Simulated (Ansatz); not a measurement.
**BP: response to strain**

Consider BP in the zinc blende structure (space group F-43m, No. 216).

```yaml
crystal:
  lattice:
    - [0.00000, 2.27418, 2.27418]
    - [2.27418, 0.00000, 2.27418]
    - [2.27418, 2.27418, 0.00000]
  atoms:
    - { symbol: B, position: [0.00000, 0.00000, 0.00000] }
    - { symbol: P, position: [0.25000, 0.25000, 0.25000] }
```

Strains are applied to the cell and any free atomic positions relax.

Method: PBE in Ansatz (plane waves to 420 eV, PAW, no spin-orbit coupling).

Notes on the quantities. energy relative to the base: free energy F.

| isotropic strain (%) | energy relative to the base (meV/atom) |
|---|---|
| -2.5 | 35.9 |
| -1.5 | 12.6 |
| -0.5 | ? |
| 0 | 0.0 |
| 0.5 | 1.3 |
| 1 | 5.2 |
| 1.5 | 11.5 |
| 2.5 | 31.2 |
| 3 | 44.3 |

Q: Fit ΔE = Aε² + Bε³ (ε in %) to the rows shown and predict the withheld row.

A: Least squares on the printed values gives A = 5.37 and B = -0.15 meV/atom (largest residual 0.1 meV/atom); this predicts 1.4 meV/atom, and the run gives 1.4 meV/atom, in agreement.

Stability against distortions was not tested.

Ansatz is a first-principles code.
